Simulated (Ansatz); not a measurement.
Relaxation of the outer planes of the (100) surface of fcc Cu in its 1x1 cell, outermost plane spacing 1.82 Å in the ideal cut.

The numbers are results of PBE (plane waves to 420 eV, PAW; Ansatz, a quantum-chemistry and plane-wave program), not measurements.

Set-up: 9 atoms, 14.5 Å thick at the start; mesh 15x15x1; 0.1 eV smearing; dipole correction on; all atoms relaxed; symmetry of the start imposed; no spin, no spin-orbit, no U.

| plane | atoms | bulk spacing to the next (Å) | relaxed spacing (Å) | change (%) | rumpling (Å) |
|---|---|---|---|---|---|
| 1 | Cu | 1.815 | 1.760 | -3.0 | 0.00 |
| 2 | Cu | 1.815 | 1.825 | 0.6 | 0.00 |
